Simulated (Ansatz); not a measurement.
Ansatz (a first-principles code) run on Nb₃Au₂ (I4mm, 5 atoms in the cell): relaxation of the atoms.

Method of the run: LDA (PW92), default PAW files made with PBE (plane waves; Ansatz).

The change in words: one atom moved by 0.15 angstrom; relax: default → atoms; relax.f_tol: default → 0.2 eV/Å. Reference geometry:
```
CELL_PARAMETERS angstrom
     -1.71293     1.71293     7.68388
      1.71293    -1.71293     7.68388
      1.71293     1.71293    -7.68388
ATOMIC_POSITIONS crystal
  Nb 0.00000 0.00000 0.00000
  Nb 0.39924 0.39924 0.00000
  Nb 0.60076 0.60076 0.00000
  Au 0.19977 0.19977 0.00000
  Au 0.80023 0.80023 0.00000
```

Reference input (self-consistent single point, DFT, LDA (PW92), plane waves, default PAW files made with PBE): basis.ecutwfc = 30.9 Ry; kpoints.mp_grid.grid = 9 9 9; hamiltonian.xc = lda; hamiltonian.pseudopotentials = {kind: paw} (the program's default PAW files); scf.occupations.method = fermi_dirac; scf.occupations.width = 0.0073 Ry. This run's input differs from it in these lines:

```diff
@@ -7,3 +7,3 @@
   atoms:
-    - { symbol: Nb, position: [0.000000, 0.000000, 0.000000] }
+    - { symbol: Nb, position: [0.009761, 0.009761, 0.000000] }
     - { symbol: Nb, position: [0.399240, 0.399240, 0.000000] }
@@ -21,2 +21,4 @@
   occupations: { method: fermi_dirac, width: 0.0073 Ry }
+relax:
+  f_tol: 0.2
 output:
```

Output (repeated stretches shortened):

```
   [... SCF lines of the steps left out ...]
relax step   1: F+E_penalty+E_count = -39058.36703063 eV  Δ(F+E_penalty+E_count) = +0.000e0 eV  max|allowed force component| = 1.941e0 eV/Å  Δτ_max = 0.0000 Å  (6 SCF iters, dr2 threshold 1.00e-4 eV, accepted)
relax step   2: F+E_penalty+E_count = -39058.45467939 eV  Δ(F+E_penalty+E_count) = -8.765e-2 eV  max|allowed force component| = 1.259e0 eV/Å  Δτ_max = 0.1950 Å  (6 SCF iters, dr2 threshold 1.00e-4 eV, accepted)
relax step   3: F+E_penalty+E_count = -39058.51488204 eV  Δ(F+E_penalty+E_count) = -6.020e-2 eV  max|allowed force component| = 3.044e-2 eV/Å  Δτ_max = 0.0745 Å  (6 SCF iters, dr2 threshold 9.91e-5 eV, accepted)
relax step   4: F+E_penalty+E_count = -39058.51488209 eV  Δ(F+E_penalty+E_count) = -5.169e-8 eV  max|allowed force component| = 3.039e-2 eV/Å  Δτ_max = 0.0000 Å  (6 SCF iters, accepted)
the relaxation is at rest under the 8 symmetry operations that the run kept from its start: a minimum is not shown …
Free energy (F): -39058.514882 eV
Internal energy: -39058.402478 eV  (E = F + TS)
E sigma→0 (E₀):  -39058.458680 eV
Entropy (-TS):   -0.112404 eV (-22.481 meV/atom)
Fermi energy:    18.418604 eV
--- Forces (eV/Å), atoms counted from 1 ---
  atom   1  Nb     0.00000000     0.00000000     0.00429099
  atom   2  Nb     0.00000000     0.00000000     0.03039414
  atom   3  Nb    -0.00000000    -0.00000000    -0.01782703
  atom   4  Au     0.00000000    -0.00000000    -0.00245259
  atom   5  Au     0.00000000     0.00000000    -0.01440877
--- Stress (GPa, compression-positive) ---
   [... lines left out ...]
    - { symbol: Nb, position: [0.4015822115457854, 0.4015822115457854, 3.4433207085679673e-35] }
    - { symbol: Nb, position: [0.602233014228103, 0.602233014228103, 3.506565374643705e-34] }
    - { symbol: Au, position: [0.20105813134023148, 0.20105813134023148, 1.3351651727100276e-35] }
    - { symbol: Au, position: [0.8029663048691721, 0.8029663048691721, 3.79467996454429e-35] }
```

The run converged.  The full log also holds: “iter 5 did not close the SCF: its close was put off for the readings that it lacked (scf_convergence_deferred on its scf_iter line)”. The full log also holds: “iter 5 did not close the SCF: its close was put off for the readings that it lacked (scf_convergence_deferred on its scf_iter line)”.

Summary of the result:
```
Item                                                      Value
-----------------------------------------------  --------------
Free energy E − TS (on the zero of these files)  -39058.5149 eV
Fermi level (on the code's own zero)                   18.42 eV
Pressure                                             -11.64 GPa
Largest force (vector length)                        0.030 eV/Å
Relaxation steps                                              4
```

The starting cell comes from a database of computed structures (which also holds hypothetical and non-ambient phases and stackings), without a prior relaxation at this level. Its lattice was rescaled by up to half a per cent. For this run, on top of that: one atom moved by 0.15 angstrom. Spin polarisation is off. The relaxation keeps the symmetry of its start, so its end need not be a minimum. Ansatz's pressure includes its estimate of the finite-basis (Pulay) stress.

Cost on one core of a shared machine: roughly 90 s.

Keys are those of Ansatz 0.2.
